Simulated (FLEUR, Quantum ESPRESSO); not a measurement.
A FLEUR input for a self-consistent single point of RbH (Fm-3m, 2 atoms in the cell) (DFT, PBEsol, all-electron FLAPW (FLEUR), scalar-relativistic valence):

Input of the input generator:

```
RbH FLAPW
&input film=f /
0.0000000000 5.5633499314 5.5633499314
5.5633499314 0.0000000000 5.5633499314
5.5633499314 5.5633499314 0.0000000000
1.0
1.0 1.0 1.0

2
37 0.5000000000 0.5000000000 0.5000000000
1 0.0000000000 0.0000000000 0.0000000000

&comp jspins=1 /
&exco xctyp='PBEs' /
&kpt div1=5 div2=5 div3=5 /
&end /
```

```xml
<?xml version="1.0" encoding="UTF-8" standalone="no"?>
<fleurInput fleurInputVersion="0.39">
   <comment>
      RbH FLAPW                                                                                           
   </comment>
   <calculationSetup>
      <cutoffs Kmax="3.8" Gmax="15.2" GmaxXC="15.2" numbands="0"/>
      <scfLoop itmax="80" minDistance="0.00001" maxIterBroyd="99" imix="Anderson" alpha="0.05" precondParam="0.0" spinf="2.0"/>
      <coreElectrons ctail="T" frcor="F" kcrel="0" coretail_lmax="0"/>
      <xcFunctional name="PBEs" relativisticCorrections="F"/>
      <magnetism jspins="1"/>
      <soc l_soc="F" theta="0.0" phi="0.0" spav="F"/>
      <expertModes spex="0" secvar="F"/>
      <geometryOptimization l_f="T" forcealpha="1.0" forcemix="BFGS" epsdisp="0.00001" epsforce="0.00001"/>
      <ldaU l_linMix="F" mixParam="0.05" spinf="1.0"/>
   </calculationSetup>
   <cell>
      <bzIntegration valenceElectrons="10.0" mode="hist" fermiSmearingEnergy="0.0001">
         <kPointListSelection listName="default-1"/>
         <!-- k-points included here -->
         <xi:include xmlns:xi="http://www.w3.org/2001/XInclude" href="kpts.xml"> </xi:include>
      </bzIntegration>
      <!-- symmetry operations included here -->
      <xi:include xmlns:xi="http://www.w3.org/2001/XInclude" href="sym.xml"> </xi:include>
      <bulkLattice scale="1.0">
         <bravaisMatrix>
            <row-1>    0.0000000000000000     5.5633499314000003     5.5633499314000003</row-1>
            <row-2>    5.5633499314000003     0.0000000000000000     5.5633499314000003</row-2>
            <row-3>    5.5633499314000003     5.5633499314000003     0.0000000000000000</row-3>
         </bravaisMatrix>
      </bulkLattice>
   </cell>
   <atomSpecies>
      <species name="Rubidium (Rb)" element="Rb" atomicNumber="37">
         <mtSphere radius="2.68" gridPoints="925" logIncrement="0.014"/>
         <atomicCutoffs lmax="10" lnonsphr="8"/>
         <electronConfig flipSpins="F">
            <coreConfig>(1s1/2) (2s1/2) (2p1/2) (2p3/2) (3s1/2) (3p1/2) (3p3/2) (3d3/2) (3d5/2)</coreConfig>
            <valenceConfig>(4s1/2) (4p1/2) (4p3/2) (5s1/2)</valenceConfig>
            <stateOccupation state="(5s1/2)" spinUp="0.5" spinDown="0.5"/>
         </electronConfig>
         <energyParameters s="5" p="5" d="4" f="4"/>
         <lo type="SCLO" l="0" n="4" eDeriv="0"/>
         <lo type="SCLO" l="1" n="4" eDeriv="0"/>
      </species>
      <species name="Hydrogen (H)" element="H" atomicNumber="1">
         <mtSphere radius="1.61" gridPoints="555" logIncrement="0.016"/>
         <atomicCutoffs lmax="6" lnonsphr="4"/>
         <electronConfig flipSpins="F">
            <coreConfig></coreConfig>
            <valenceConfig>(1s1/2)</valenceConfig>
            <stateOccupation state="(1s1/2)" spinUp="0.5" spinDown="0.5"/>
         </electronConfig>
         <energyParameters s="1" p="2" d="3" f="4"/>
      </species>
   </atomSpecies>
   <atomGroups>
      <atomGroup species="Rubidium (Rb)">
         <relPos label="                   1">1.000/2.000 1.000/2.000 1.000/2.000</relPos>
         <force calculate="T" relaxXYZ="TTT"/>
      </atomGroup>
      <atomGroup species="Hydrogen (H)">
         <relPos label="                   2">.0000000000 .0000000000 .0000000000</relPos>
         <force calculate="T" relaxXYZ="TTT"/>
      </atomGroup>
   </atomGroups>
   <output dos="F" band="F" slice="F">
      <checks vchk="F" cdinf="F"/>
      <bandDOS minEnergy="-.5*Htr" maxEnergy="0.5*Htr" sigma="0.015" storeEVData="T"/>
      <vacuumDOS vacdos="F" integ="F" star="F" nstars="0" locx1="0.0" locy1="0.0" locx2="0.0" locy2="0.0" nstm="0" tworkf="0.0"/>
      <unfoldingBand unfoldBand="F" supercellX="1" supercellY="1" supercellZ="1"/>
      <plotting iplot="0" polar="F">
         <plot TwoD="T" vec1="  1.0  0.0  0.0" vec2="  0.0  1.0  0.0" vec3="  0.0  0.0  1.0" zero="  0.0  0.0  0.0" file="plot"/>
      </plotting>
      <chargeDensitySlicing numkpt="0" minEigenval="0.0" maxEigenval="0.0" nnne="0" pallst="F"/>
      <specialOutput eonly="F"/>
      <magneticCircularDichroism mcd="F" energyLo="-10.0" energyUp="0.0"/>
   </output>
  <!-- We include the file relax.xml here to enable relaxations (see documentation) -->
  <xi:include xmlns:xi="http://www.w3.org/2001/XInclude" href="relax.xml"> <xi:fallback/> </xi:include>
</fleurInput>
```

Task: Write the same calculation as an input for Quantum ESPRESSO.

Result: This is the input that was run; spellings and numerical settings could be chosen otherwise.

```fortran
&control
 calculation = 'scf'
 prefix = 'rbh'
 outdir = './tmp/'
 pseudo_dir = './'
 tprnfor = .true.
 tstress = .true.
/
&system
 ibrav = 2
 celldm(1) = 11.1266998629
 nat = 2
 ntyp = 2
 ecutwfc = 40
 ecutrho = 200
 occupations = 'fixed'
 nbnd = 9
/
&electrons
 conv_thr = 1.0e-11
/
ATOMIC_SPECIES
Rb    85.4678  rb_pbesol_v1.uspp.F.UPF
H      1.0080  h_pbesol_v1.4.uspp.F.UPF
ATOMIC_POSITIONS angstrom
Rb   -2.9439980000    2.9439980000    2.9439980000
H     0.0000000000    0.0000000000    0.0000000000
K_POINTS automatic
5 5 5  0 0 0
```

Basis, cutoffs, solver keys and any potentials are the target program's own. This input uses DFT, PBEsol, plane waves, GBRV 1.5 ultrasoft (PBESOL) pseudopotentials. Both were run: gap on the mesh 3.291 eV in FLEUR and 3.292 in Quantum ESPRESSO.

On FLEUR: the starting cell comes from a database of computed structures (which also holds hypothetical and non-ambient phases and stackings), without a prior relaxation at this level. For this run, on top of that: lattice scaled by 0.98. Values depend on the basis (sphere radii, cutoffs, local orbitals), which need not be converged.

On Quantum ESPRESSO: the starting cell comes from a database of computed structures (which also holds hypothetical and non-ambient phases and stackings), without a prior relaxation at this level. For this run, on top of that: lattice scaled by 0.98.
